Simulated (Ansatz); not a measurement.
Consider the following.

```
CELL_PARAMETERS angstrom
      0.00000     4.08476     4.25446
      2.37917     0.00000     4.25446
      2.37917     4.08476     0.00000
ATOMIC_POSITIONS crystal
  Ti 0.50000 0.50000 0.50000
  Ti 0.75000 0.75000 0.75000
  Si 0.83638 0.16362 0.83638
  Si 0.16362 0.83638 0.16362
  Si 0.41362 0.08638 0.41362
  Si 0.08638 0.41362 0.08638
```

The numbers are results of PBEsol, DFPT electron-phonon coupling, linearised Boltzmann equation (plane waves, PAW, scalar-relativistic; Ansatz, a quantum-chemistry and plane-wave program), not measurements. Geometry: relaxed with this functional, without spin-orbit coupling.

Q: Estimate the phonon-limited resistivity at 300 K, by direction if it differs.

A: 10.0 (x), 11.2 (y), 11.5 (z) μΩ·cm.

Q: How long is the mean free path there?

A: 11.7 (x), 12.2 (y), 13.5 (z) nm, weighted by the current that each state carries. Wires not much wider than this gain resistivity from their walls.

A metal at this level (no band gap). Only scattering by harmonic phonons is included (no impurities, grain boundaries, electron-electron scattering or thermal expansion). Spin-orbit coupling is left out. Halving the electron mesh (24x24x24) moves the resistivity by up to 6 % at 300 K, the mean free path by up to 4 %. Smearing 0.20 eV; phonons on a 4x4x4 q mesh, which this run doesn't test.
